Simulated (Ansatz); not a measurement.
hcp Tm was calculated with r²SCAN (plane waves, PAW; Ansatz, a quantum-chemistry and plane-wave program).

Settings: plane-wave cutoff 560 eV, 18×18×10 k mesh (along the axes of the cell as run), Fermi–Dirac smearing 0.05 eV, spin-polarised with parallel moments, scalar-relativistic PAW data made under PBE.

Cell (measured lattice):

```yaml
crystal:
  lattice:
    - [1.76885, -3.06374, 0.00000]
    - [1.76885, 3.06374, 0.00000]
    - [0.00000, 0.00000, 5.55390]
  atoms:
    - { symbol: Tm, position: [0.33333, 0.66667, 0.25000], spin: 2.0 }
    - { symbol: Tm, position: [0.66667, 0.33333, 0.75000], spin: 2.0 }
```

Task: Give the computed magnetic moment per atom (the cell's total over its atoms).

Result: 
* **magnetic moment per atom (the cell's total over its atoms)**: 1.14 μB

Note: the 4f shell is treated without U or exact exchange, so its levels and filling can be wrong; the collinear magnetic order is the start's and need not be the measured one; cell and atoms aren't relaxed at this level (pressure 2.8 GPa).

Spins in the cell block are starting values.

Moments are spin moments.

Spin–orbit coupling is not included.

The computed numbers hold no vibrational or temperature effects.

Computing time: about 8 core-minutes (a rough figure).
